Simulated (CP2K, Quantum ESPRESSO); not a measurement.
A Quantum ESPRESSO input for a self-consistent single point of Sr3Cr (Pm-3m, 4 atoms in the cell) (DFT, PBEsol, plane waves, PseudoDojo standard norm-conserving (PBESOL) pseudopotentials):

```fortran
&CONTROL
 calculation = 'scf',
 prefix = 'pwscf',
 outdir = './tmp',
 pseudo_dir = './',
 verbosity = 'high',
 tprnfor = .true.,
 tstress = .true.,
/
&SYSTEM
 ibrav = 0,
 nat = 4,
 ntyp = 2,
 ecutwfc = 95,
 occupations = 'smearing',
 smearing = 'gaussian',
 degauss = 0.019992,
 nspin = 2,
 starting_magnetization(2) = 0.214,
/
&ELECTRONS
 conv_thr = 1e-10,
 mixing_beta = 0.4,
/
ATOMIC_SPECIES
Sr    87.6200  Sr.upf
Cr    51.9961  Cr.upf
CELL_PARAMETERS {angstrom}
   5.43423800     0.00000000     0.00000000
   0.00000000     5.43423800     0.00000000
   0.00000000     0.00000000     5.43423800
ATOMIC_POSITIONS {alat}
Sr    0.00000000    0.50000000    0.50000000
Sr    0.50000000    0.00000000    0.50000000
Sr    0.50000000    0.50000000    0.00000000
Cr    0.00000000    0.00000000    0.00000000
K_POINTS {automatic}
5 5 5  0 0 0
```

Question: Give the CP2K input for the same structure, mesh, smearing and functional.

Answer: One input that does it (others would too):

```
&GLOBAL
  PROJECT scf
  RUN_TYPE ENERGY_FORCE
  PRINT_LEVEL LOW
&END GLOBAL
&FORCE_EVAL
  METHOD Quickstep
  STRESS_TENSOR ANALYTICAL
  &DFT
    BASIS_SET_FILE_NAME BASIS_MOLOPT
    POTENTIAL_FILE_NAME GTH_POTENTIALS
    UKS T
    MULTIPLICITY 5
    &QS
      METHOD GPW
      EPS_DEFAULT 1E-10
    &END QS
    &MGRID
      CUTOFF 600
      REL_CUTOFF 50
      NGRIDS 5
    &END MGRID
    &SCF
      SCF_GUESS ATOMIC
      EPS_SCF 1E-7
      MAX_SCF 100
      ADDED_MOS 8 8
      &DIAGONALIZATION
        ALGORITHM STANDARD
      &END DIAGONALIZATION
      &MIXING
        METHOD BROYDEN_MIXING
        ALPHA 0.3
        NBUFFER 8
        BETA 1
      &END MIXING
      &SMEAR ON
        METHOD GAUSSIAN
        SIGMA [eV] 0.272
      &END SMEAR
    &END SCF
    &KPOINTS
      SCHEME MONKHORST-PACK 5 5 5
    &END KPOINTS
    &XC
      &XC_FUNCTIONAL
        &PBE
          PARAMETRIZATION PBESOL
        &END PBE
      &END XC_FUNCTIONAL
    &END XC
    &PRINT
      &MO
        EIGENVALUES T
        OCCUPATION_NUMBERS T
        NDIGITS 8
        FILENAME mo
        &EACH
          QS_SCF 0
        &END EACH
        ADD_LAST NUMERIC
      &END MO
      &MULLIKEN ON
      &END MULLIKEN
    &END PRINT
  &END DFT
  &SUBSYS
    &CELL
      A 5.43423800 0.00000000 0.00000000
      B 0.00000000 5.43423800 0.00000000
      C 0.00000000 0.00000000 5.43423800
      PERIODIC XYZ
    &END CELL
    &COORD
      SCALED
      Sr       0.00000000     0.50000000     0.50000000
      Sr       0.50000000     0.00000000     0.50000000
      Sr       0.50000000     0.50000000     0.00000000
      Cr       0.00000000     0.00000000     0.00000000
    &END COORD
    &KIND Sr
      BASIS_SET DZVP-MOLOPT-SR-GTH-q10
      POTENTIAL GTH-PBE-q10
    &END KIND
    &KIND Cr
      BASIS_SET DZVP-MOLOPT-SR-GTH-q14
      POTENTIAL GTH-PBE-q14
      MAGNETIZATION 3
    &END KIND
  &END SUBSYS
  &PRINT
    &FORCES ON
    &END FORCES
    &STRESS_TENSOR ON
    &END STRESS_TENSOR
  &END PRINT
&END FORCE_EVAL
```

Basis settings and potentials, where a program has them, do not carry over. This input uses DFT PBEsol, GPW, DZVP-MOLOPT-SR-GTH basis, GTH-PBE potentials (GTH_POTENTIALS). Both were run: pressure -0.08 GPa in Quantum ESPRESSO and 0.26 in CP2K; size of the net moment 1.24 μB/atom in Quantum ESPRESSO and 1.21 in CP2K.

On CP2K: the starting cell comes from a database of computed structures (which also holds hypothetical and non-ambient phases and stackings), without a prior relaxation at this level. Its lattice was rescaled by a random factor within 2.5 % of one. For this run, on top of that: lattice scaled by 0.98. With one magnetic atom in the cell only a parallel order is possible. Values carry the incompleteness of an atom-centred basis. The potentials were made for another functional than the one used.

On Quantum ESPRESSO: the starting cell comes from a database of computed structures (which also holds hypothetical and non-ambient phases and stackings), without a prior relaxation at this level. Its lattice was rescaled by a random factor within 2.5 % of one. For this run, on top of that: lattice scaled by 0.98. With one magnetic atom in the cell only a parallel order is possible.
